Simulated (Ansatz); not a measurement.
Pressure series in Si

Start from Si in the diamond structure (space group Fd-3m, No. 227; a = 5.470 Å).

Cell and atoms are relaxed at each pressure.

The values are results of PBE/PAW in Ansatz (a first-principles code), no SOC, earlier PAW set, not measurements.

Candidates:
(a) pressure −1 GPa
(b) pressure 9 GPa
(c) pressure 1.8 GPa
(d) pressure 30 GPa
(e) pressure −2 GPa

Base values:

The band gap is 0.61 eV.

Order them by band gap, highest first.

(e) pressure −2 GPa (0.66 eV), (a) pressure −1 GPa (0.63 eV), (c) pressure 1.8 GPa (0.58 eV), (b) pressure 9 GPa (0.45 eV), (d) pressure 30 GPa (0.15 eV)

Load acts through the strain it causes; cell and atoms are relaxed under it. Stability against distortions was not tested. Measured, Si leaves this structure (for the β-tin structure) near 12 GPa (room temperature; as listed in arXiv:1906.07825). The zero or small gap of Si under pressure 30 GPa can change with the level of theory.
